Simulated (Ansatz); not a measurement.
## Ansatz run on Li3Sc (P6_3/mmc, 8 atoms in the cell): self-consistent single point

Method of the run: PBEsol, default PAW files made with PBE (plane waves; Ansatz, a quantum-chemistry and plane-wave program).

Input:

Ansatz 0.2 input:
```yaml
# Li3Sc
crystal:
  lattice:
    - [5.87065800, 0.00000000, 0.00000000]
    - [-2.93532900, 5.08414000, 0.00000000]
    - [0.00000000, 0.00000000, 4.70872300]
  atoms:
    - { symbol: Li, position_ang: [2.93532900, 3.44908058, 1.17718075] }
    - { symbol: Li, position_ang: [-1.51932629, 4.26661029, 3.53154225] }
    - { symbol: Li, position_ang: [1.41600271, 0.81752971, 1.17718075] }
    - { symbol: Li, position_ang: [0.00000000, 1.63505942, 3.53154225] }
    - { symbol: Li, position_ang: [4.45465529, 0.81752971, 1.17718075] }
    - { symbol: Li, position_ang: [1.51932629, 4.26661029, 3.53154225] }
    - { symbol: Sc, position_ang: [-0.00000294, 3.38942836, 1.17718075] }
    - { symbol: Sc, position_ang: [2.93533194, 1.69471164, 3.53154225] }
basis:
  ecutwfc: 420.0
kpoints:
  mp_grid:
    grid: [5, 5, 6]
hamiltonian:
  xc: pbesol
  pseudopotentials:
    kind: paw
scf:
  occupations:
    method: cold
    width: 0.136
output:
  forces: true
  eigenvalues: true
  stress: true
```

The program printed (abridged):

```
WARN the atoms were moved onto the symmetric positions of the space group found under crystal.symmetry.tolerance 1.0e-5 (fractional …
WARN ansatz: RAYON_NUM_THREADS=1 ignored (pool sized by the plan → 1); use --threads N
Pseudopotentials: kind: paw
Pseudopotential: Li, paw, valence charge 3
Pseudopotential: Sc, paw, valence charge 11
Crystal: 8 atoms, lattice volume = 140.542 Å³
Basis set: ecut = 420 eV, 2763 PW (Γ), exchange–correlation on 80×80×64 points (8 copies of the dense FFT grid, shifted against one another)
Bands: 28, of which v1, the nominal top of the filled ones, is band 20 counted from 1 (19 counted from 0)
Symmetry: 24 space group operations
Space group: P63/mmc (ITA 194), of the structure as read, at distance tolerance 5.2e-5 Å
k-points: 20 of 150
PAW frozen core: Sc, regenerated for the run's functional, and the local potential with it
Initial density: superposition of atomic densities (neutral atoms: chi_scale 0, normalization atom), corrected by the library's trained network
Initial wavefunctions: pseudopotential atomic-orbital guess
Eigensolver: davidson
Functional: x = pbesol(κ = 0.804, μ = 0.12345679012345678), c = pbesol(β = 0.046)
SCF iter   1: F=—  HF=-5438.546960 eV  |F-HF|=—  |Δ(HF+E_count)|=         —  Δρ=5.15e-3  dr2=4.81e-2  ethr=1.77e-3  ⟨swp⟩=5.3  Hψ=2367  notcnv=0
all-band conjugate gradients solve this SCF's bands
preconditioner: auto → Kerker (q_TF=auto, 2.213 Å⁻¹)
SCF iter   2: F=—  HF=-5438.535802 eV  |F-HF|=—  |Δ(HF+E_count)|=   1.12e-2  S|Δr|=    0.00e0  Δρ=2.60e-3  dr2=1.26e-2  ethr=1.20e-4  ⟨swp⟩=1.0  Hψ=720  notcnv=0  defer=2
SCF iter   3: F=—  HF=-5438.532754 eV  |F-HF|=—  |Δ(HF+E_count)|=   3.05e-3  S|Δr|=    0.00e0  Δρ=5.31e-4  dr2=5.85e-4  ethr=3.15e-5  ⟨swp⟩=2.1  Hψ=661  notcnv=0  defer=2
SCF iter   4: F=—  HF=-5438.532669 eV  |F-HF|=—  |Δ(HF+E_count)|=   8.49e-5  S|Δr|=    0.00e0  Δρ=7.30e-5  dr2=9.28e-6  ethr=1.46e-6  ⟨swp⟩=2.0  Hψ=629  notcnv=0  defer=2
SCF iter   5: F=—  HF=-5438.532658 eV  |F-HF|=—  |Δ(HF+E_count)|=   1.11e-5  S|Δr|=    0.00e0  Δρ=1.55e-5  dr2=3.46e-7  ethr=2.32e-8  ⟨swp⟩=2.0  Hψ=609  notcnv=0  defer=2
SCF iter   6: F=-5438.532658 eV  HF=-5438.532658 eV  |F-HF|=7.95e-9  |Δ(HF+E_count)|=   2.61e-8  S|Δr|=    0.00e0  Δρ=4.28e-6  dr2=2.78e-8  ethr=2.50e-10  ⟨swp⟩=6.0  Hψ=1921  notcnv=0
SCF 1 converged in 6 iterations: F = -5438.532658 eV  dr2 = 2.78e-8
SCF converged after 6 iterations
Stability not checked (fill_not_monotonic)
Free energy (F): -5438.532658 eV
Harris-Foulkes:  -5438.532658 eV  (|F-HF|=7.95e-9)
Internal energy: -5438.523325 eV  (E = F + TS)
E sigma→0 (E₀):  -5438.529547 eV
Entropy (-TS):   -0.009333 eV (-1.167 meV/atom)
Fermi energy:    4.482753 eV
--- Per-component energies (eV) ---
  E_band       = -918.678565
  E_kinetic    = 652.758808
  E_local      = -2764.862126  (includes V_loc(G=0)·N_el)
  E_nonlocal   = -28.712677
  E_hartree    = 929.445012
  E_xc         = -267.263374
  E_vxc        = -335.569329  (∫ρ·V_xc dr)
  E_paw        = -1981.779710  (= ΣΔE_a)
  E_vpaw       = -301.183464  (= ΣTr[D̂ρ^β])
  E_aug_tail   = 0.000097  (compensation charges beyond the density's cutoff)
  E_ewald      = -1978.367405
  E_core_change = 0.258050  (= ΣΔE_core)
  E_smearing   = -0.009333  (= −TS)
  E_closure    = -0.000000  (closes the sum)
  Σ components = -5438.532658   (vs F -5438.532658, Δ=0.00e0)
--- Forces (eV/Å), atoms counted from 1 ---
  atom   1  Li    -0.00000000    -0.00007878     0.00000000
  atom   2  Li     0.00006823    -0.00003939     0.00000000
  atom   3  Li     0.00006823     0.00003939     0.00000000
  atom   4  Li     0.00000000     0.00007878     0.00000000
  atom   5  Li    -0.00006823     0.00003939     0.00000000
  atom   6  Li    -0.00006823    -0.00003939     0.00000000
  atom   7  Sc    -0.00000000     0.00000000     0.00000000
  atom   8  Sc     0.00000000    -0.00000000     0.00000000
  max |Σ_I F_I| component: 1.16e-18 eV/Å
--- Stress (GPa, compression-positive) ---
        4.634941       0.000000      -0.000000
       -0.000000       4.634941       0.000000
       -0.000000       0.000000       4.219859
  P = ⅓ Tr σ = 4.4966 GPa (44.966 kbar)
  The stress holds the Pulay correction. Without it, at fixed plane waves, as pw.x and ABINIT print it: P = 4.4892 GPa
--- Band table (eV; the first three rows and the last of 20) ---
  k-point 0: bands = ["-45.3694", "-45.3667", "-40.5353", "-40.5108", "-40.5108", "-40.5072", "-40.4972", "-40.4972", "-24.1033", "-24.1033", "-24.0881", "-24.0881", "-24.0435", "-24.0288", "0.1879", "3.8248", "3.9162", "4.1737", "4.1737", "4.3628", [...]
  k-point 1: bands = ["-45.3692", "-45.3668", "-40.5335", "-40.5099", "-40.5099", "-40.5091", "-40.4981", "-40.4981", "-24.1023", "-24.1023", "-24.0891", "-24.0891", "-24.0432", "-24.0305", "0.3476", "3.6316", "4.0197", "4.1980", "4.1980", "4.3556", [...]
  k-point 2: bands = ["-45.3686", "-45.3672", "-40.5284", "-40.5143", "-40.5074", "-40.5074", "-40.5006", "-40.5006", "-24.0995", "-24.0995", "-24.0919", "-24.0919", "-24.0419", "-24.0346", "0.8163", "2.5535", "4.2841", "4.2841", "4.5279", "4.5279", [...]
  k-point 19: bands = ["-45.3678", "-45.3678", "-40.5163", "-40.5163", "-40.5093", "-40.5093", "-40.5040", "-40.5040", "-24.0966", "-24.0966", "-24.0953", "-24.0953", "-24.0376", "-24.0376", "2.3497", "2.3497", "3.0600", "3.0600", "3.5975", [...]
```

The run converged in 6 iterations.

The starting cell was generated: these elements placed on a structure prototype, without a prior relaxation; it need not be a known phase or ordering of this composition. Its lattice was rescaled by a random factor within 2.5 % of one. With a pressure of about 4 GPa the cell is away from its equilibrium volume at this level. Ansatz's pressure includes its estimate of the finite-basis (Pulay) stress.
